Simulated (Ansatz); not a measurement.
An Ansatz (a program for electronic structure) input for Pb(S,Se,Te) alloy cell Pb16S4Se7Te5 (rock salt start):

Ansatz 0.2 input:
```yaml
crystal:
  lattice:
    - [-6.275929303, 6.275014749, 6.275171601]
    - [6.2746856, -6.274331461, 6.273244925]
    - [6.275638405, 6.274040558, -6.27448844]
  atoms:
    - { symbol: Pb, position: [0.007197642, 0.250664071, 0.743493066] }
    - { symbol: Pb, position: [0.016351482, 0.503801186, 0.501010043] }
    - { symbol: Pb, position: [0.009781005, 0.756849959, 0.266151947] }
    - { symbol: Pb, position: [0.249988805, -0.009425317, 0.740121524] }
    - { symbol: Pb, position: [0.000361893, 0.00634667, 0.006560446] }
    - { symbol: Pb, position: [0.228218757, 0.240030405, 0.500595182] }
    - { symbol: Pb, position: [0.22198565, 0.49271218, 0.249368094] }
    - { symbol: Pb, position: [0.483731604, 0.760256253, 0.757974821] }
    - { symbol: Pb, position: [0.246019518, 0.749252511, -0.016567957] }
    - { symbol: Pb, position: [0.490057257, 0.000597563, 0.510424079] }
    - { symbol: Pb, position: [0.499617735, 0.231622963, 0.231705251] }
    - { symbol: Pb, position: [0.761420562, 0.500026467, 0.761555895] }
    - { symbol: Pb, position: [0.492535488, 0.48918942, -0.018679598] }
    - { symbol: Pb, position: [0.776979085, 0.767126951, 0.510020505] }
    - { symbol: Pb, position: [0.76794258, 0.017576326, 0.249935356] }
    - { symbol: Pb, position: [0.74931416, 0.24388122, 0.005264478] }
    - { symbol: Te, position: [0.499397521, 0.7523058, 0.2485056] }
    - { symbol: S, position: [0.499887198, -0.00028951, -0.002978524] }
    - { symbol: Se, position: [0.49768254, 0.246139467, 0.750625883] }
    - { symbol: Se, position: [0.755325412, 0.498846395, 0.250086325] }
    - { symbol: Te, position: [0.495761984, 0.498796174, 0.501277569] }
    - { symbol: Te, position: [0.751703812, 0.752777317, 0.002457884] }
    - { symbol: Se, position: [0.750847362, 0.003433058, 0.753958621] }
    - { symbol: S, position: [-0.002560534, 0.249805179, 0.251351401] }
    - { symbol: Te, position: [0.754329439, 0.251489254, 0.499954841] }
    - { symbol: Se, position: [-0.001352139, 0.498812052, 0.000603316] }
    - { symbol: Se, position: [0.005150435, 0.751215311, 0.749701036] }
    - { symbol: Se, position: [0.247176531, -0.001451632, 0.250079451] }
    - { symbol: S, position: [0.003865712, 0.002440359, 0.501287765] }
    - { symbol: Te, position: [0.24742068, 0.245561793, -0.00481494] }
    - { symbol: S, position: [0.247154549, 0.499145768, 0.746624383] }
    - { symbol: Se, position: [0.246706276, 0.750464391, 0.502346259] }
basis:
  ecutwfc: 420
  ecutrho_ratio: 4
  xc_grid: 2
kpoints:
  mp_grid: { grid: [3, 3, 3] }
hamiltonian:
  xc: pbe
  dispersion: none
  pseudopotentials: { kind: paw }
scf:
  n_extra_bands: 28
  occupations: { method: fermi_dirac, width: 0.01 }
output:
  forces: true
  stress: true
  eigenstates:
    kpoints:
      - [0.0, 0.0, 0.0]
      - [-0.5, -0.5, -0.5]
      - [-0.15, 0.15, -0.15]
      - [0.15, -0.15, -0.15]
    e_range: [-4.0, 6.0]
    localisation: true
relax:
  f_tol: 0.03
  max_steps: 90
  cell: { stress_tol: 0.15 }
```

These are PBE (plane waves to 420 eV, PAW; Ansatz) values and carry that method's errors. No spin–orbit coupling. Its k-point mesh 3×3×3, Fermi–Dirac width 0.01 eV.

Task: What does the end of the output print (band table and long remarks left out, numbers rounded to eight decimals)?

Result: 
```
SCF converged after 6 iterations
Free energy (F): -267309.567070 eV
Harris-Foulkes:  -267309.567070 eV  (|F-HF|=6.87e-9)
Internal energy: -267309.567070 eV  (E = F + TS)
E sigma→0 (E₀):  -267309.567070 eV
Fermi energy:    8.253954 eV
--- Per-component energies (eV) ---
  E_band       = -5066.191704
  E_kinetic    = 6736.943400
  E_local      = -43865.832219  (includes V_loc(G=0)·N_el)
  E_nonlocal   = -8.480946
  E_hartree    = 20715.980026
  E_xc         = -5272.588730
  E_vxc        = -3674.488819  (∫ρ·V_xc dr)
  E_paw        = -205548.294886  (= ΣΔE_a)
  E_vpaw       = -5686.287815  (= ΣTr[D̂ρ^β])
  E_aug_tail   = -0.003881  (compensation charges beyond the density's cutoff)
  E_ewald      = -40067.289835
  E_smearing   = 0.000000  (= −TS)
  E_closure    = 0.000000  (closes the sum)
  Σ components = -267309.567070   (vs F -267309.567070, Δ=0.00e0)
--- Forces (eV/Å), atoms counted from 1 ---
  atom   1  Pb    -0.00772666    -0.00042028     0.00288615
  atom   2  Pb     0.00064843    -0.01314633     0.00251276
  atom   3  Pb     0.00229177     0.00149186    -0.00069346
  atom   4  Pb    -0.00074246     0.00215608     0.00091159
  atom   5  Pb     0.00777424    -0.00451822     0.00363860
  atom   6  Pb    -0.00654560    -0.00881674    -0.00604737
  atom   7  Pb    -0.00315985    -0.00742112     0.00383107
  atom   8  Pb    -0.00677202    -0.00698791     0.00963368
  atom   9  Pb    -0.00135344    -0.01467171     0.00080828
  atom  10  Pb     0.00692099    -0.00035216     0.00519824
  atom  11  Pb    -0.00006767     0.00084683     0.00719384
  atom  12  Pb    -0.00195258    -0.00437371     0.00645691
  atom  13  Pb    -0.00413294    -0.00942152    -0.00250129
  atom  14  Pb    -0.00153454     0.00764926     0.00076883
  atom  15  Pb     0.00360494     0.00078189    -0.00616895
  atom  16  Pb     0.00032034     0.00142758    -0.00788224
  atom  17  Te     0.00063355     0.00270788    -0.00626127
  atom  18  S      0.00359158    -0.00023934    -0.00613929
  atom  19  Se    -0.00196342    -0.00575914     0.00263062
  atom  20  Se     0.00937704     0.00656752    -0.00553273
  atom  21  Te     0.00070038     0.00420193     0.00713343
  atom  22  Te    -0.00112058     0.00077827    -0.00004123
  atom  23  Se    -0.00863430    -0.00354382    -0.01429386
  atom  24  S     -0.00338778     0.01025969     0.01189958
  atom  25  Te    -0.00331891     0.00318375    -0.00291066
  atom  26  Se     0.00640225     0.00860478     0.00635340
  atom  27  Se    -0.00153486     0.00581504    -0.00778860
  atom  28  Se     0.00420680     0.00740478     0.00335326
  atom  29  S     -0.00043773    -0.00124055    -0.00043216
  atom  30  Te     0.00162094    -0.00288173    -0.00204774
  atom  31  S      0.00119299     0.01398462     0.00500902
  atom  32  Se     0.00510163     0.00593421    -0.01148193
  max |Σ_I F_I| component: 3.51e-6 eV/Å
--- Stress (GPa, compression-positive) ---
       -0.084665      -0.004385      -0.013330
       -0.004385      -0.075797       0.010470
       -0.013330       0.010470      -0.087399
  P = ⅓ Tr σ = -0.0826 GPa (-0.826 kbar)
--- Relaxed structure (3 steps of the walk, 3 accepted, 1 SCFs on fresh bases) ---
  F+E_penalty+E_count = -267309.56707032 eV   max|allowed force component| = 1.467e-2 eV/Å   (the final SCF, on the basis selected at the relaxed cell)
  cell:  # Å, volume = 995.8760 Å³
    - [-6.28929600, 6.29664625, 6.28651220]
    - [6.28830438, -6.29615572, 6.28503191]
    - [6.29112905, 6.29798860, -6.28602282]
  atoms:
    - { symbol: Pb, position: [0.00472393, 0.25060163, 0.74593109] }
    - { symbol: Pb, position: [0.00798444, 0.50164004, 0.50012061] }
    - { symbol: Pb, position: [0.00581781, 0.75400901, 0.25963129] }
    - { symbol: Pb, position: [0.25029825, -0.00458427, 0.74519100] }
    - { symbol: Pb, position: [-8.94853504e-5, 0.00477244, 0.00498302] }
    - { symbol: Pb, position: [0.23787585, 0.24470985, 0.49966495] }
    - { symbol: Pb, position: [0.23264111, 0.49557721, 0.25150000] }
    - { symbol: Pb, position: [0.49012831, 0.75555946, 0.75373113] }
    - { symbol: Pb, position: [0.24825680, 0.74921957, -0.00976486] }
    - { symbol: Pb, position: [0.49307243, -0.00116593, 0.50609069] }
    - { symbol: Pb, position: [0.50007358, 0.23718288, 0.23710752] }
    - { symbol: Pb, position: [0.75761946, 0.50039440, 0.75753982] }
    - { symbol: Pb, position: [0.49359743, 0.49323963, -0.01294267] }
    - { symbol: Pb, position: [0.76843348, 0.76176305, 0.50632493] }
    - { symbol: Pb, position: [0.76104066, 0.01103624, 0.25023896] }
    - { symbol: Pb, position: [0.74970073, 0.24660197, 0.00275112] }
    - { symbol: Te, position: [0.50005687, 0.74973385, 0.24992125] }
    - { symbol: S, position: [0.49992206, -0.00024795, -0.00229396] }
    - { symbol: Se, position: [0.49894501, 0.24849772, 0.75042398] }
    - { symbol: Se, position: [0.75223011, 0.49946273, 0.24978206] }
    - { symbol: Te, position: [0.50012584, 0.49982657, 0.49982675] }
    - { symbol: Te, position: [0.74965094, 0.75018090, 0.00029342] }
    - { symbol: Se, position: [0.75102267, 0.00187265, 0.75206547] }
    - { symbol: S, position: [-0.00204221, 0.24928405, 0.25082326] }
    - { symbol: Te, position: [0.74931716, 0.24945846, 0.50011222] }
    - { symbol: Se, position: [-0.00017963, 0.49947160, 4.67782849e-5] }
    - { symbol: Se, position: [0.00243980, 0.75091030, 0.75018056] }
    - { symbol: Se, position: [0.24829356, -0.00094389, 0.24961170] }
    - { symbol: S, position: [0.00304243, 0.00179404, 0.50131033] }
    - { symbol: Te, position: [0.24997708, 0.25068090, 0.00095551] }
    - { symbol: S, position: [0.24734803, 0.49910605, 0.74769975] }
    - { symbol: Se, position: [0.24867549, 0.75035483, 0.50114233] }
```

Cost: roughly 23 core-minutes.
